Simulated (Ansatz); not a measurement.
Task: Name crystals whose hole conductivity mass lies between 1.18 and 1.85 mₑ and whose electron conductivity mass lies between 0.4 and 0.63 mₑ, by PBEsol with spin-orbit coupling, rigid bands (Ansatz, a program for electronic structure).

Result: Many crystals can fit; among those computed here:
- LaGaO$_{3}$ (R-3c): 1.48 mₑ, 0.50 mₑ

Masses are for dilute carriers at 300 K, harmonic means over directions unless an axis is named.

Formula and space group known from diffraction (Crystallography Open Database), not checked to be the room-temperature form: LaGaO3 (R-3c).
